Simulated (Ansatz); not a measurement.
Defect: interstitial Ag in rutile TiO2, charge state +1. The step: a direct jump of one Ag atom; the atom moves 1.38 Å along (0.00, 0.00, 0.47) of the unit cell; the moving atom starts with neighbours 2 O at 2.13, 2 O at 2.15, O at 2.73, O at 2.74; Ti at 2.73, Ti at 2.74, 2 Ti at 2.75 Å and ends with 2 O at 2.13, 2 O at 2.15, 2 O at 2.74; 2 Ti at 2.73, 2 Ti at 2.75 Å. DFT values are from Ansatz (plane-wave PAW, 420 eV unless said) in a cell of 72 host sites, spin-restricted, static, with no finite-size correction. The charge state is imposed; whether it is stable for some Fermi level was not computed. Sites that were not tried may lie lower. The start lies 0.36 eV above the lowest site run (PBE). For the PBE band: the check of the saddle point's order was inconclusive, and it lies on a symmetry element of the cell, where a band can be held.

```
Level                                                                    Forward barrier (eV)  Cost of the band or of the saddle's single point
-----------------------------------------------------------------------  --------------------  ------------------------------------------------
CHGNet universal potential (has no charge state), its own band                           0.11                                                 -
PBE, one k-point at (0.250, 0.250, 0.250), band relaxed                                  0.06                          roughly 100 core-minutes
PBE, a 2×2×2 k-point mesh shifted by half a step, same geometries                        0.05                          roughly 2.4 core-minutes
r2SCAN at 500 eV, one k-point at (0.250, 0.250, 0.250), same geometries            (withheld)                   around 2.1 core-minutes (rough)
```

Problem. Some entries are withheld; supply them.

Solution. 
- r2SCAN at 500 eV, one k-point at (0.250, 0.250, 0.250), same geometries, Forward barrier (eV): 0.03

Ansatz is a quantum-chemistry and plane-wave program.
